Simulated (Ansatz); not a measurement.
Results of LDA (Ansatz, an electronic-structure program, PAW) for AlB2-type TiB2.

Numerical settings: plane-wave cutoff 520 eV, 18×18×12 k mesh (along the axes of the cell as run), Fermi–Dirac smearing 0.1 eV, perturbation theory, no spin polarisation, scalar-relativistic PAW data made under PBE.

Computed at the level's own relaxed cell.

```xyz
3
Lattice="2.9937 0.0000 0.0000 -1.4968 2.5926 0.0000 0.0000 0.0000 3.1597" Properties=species:S:1:pos:R:3 pbc="T T T"
Ti     0.0000     0.0000     0.0000
B      1.4968     0.8642     1.5799
B      0.0000     1.7284     1.5799
```

Harmonic phonon frequencies (cm⁻¹; i marks an imaginary mode):

| q point | frequencies |
|---|---|
| Γ | 0 0 0 535 535 539 575 919 919 |
| M | 314 336 377 533 539 571 811 857 888 |
| K | 351 351 357 558 558 657 775 775 937 |
| A | 311 311 355 438 438 536 639 929 929 |

No imaginary mode appears at these points.
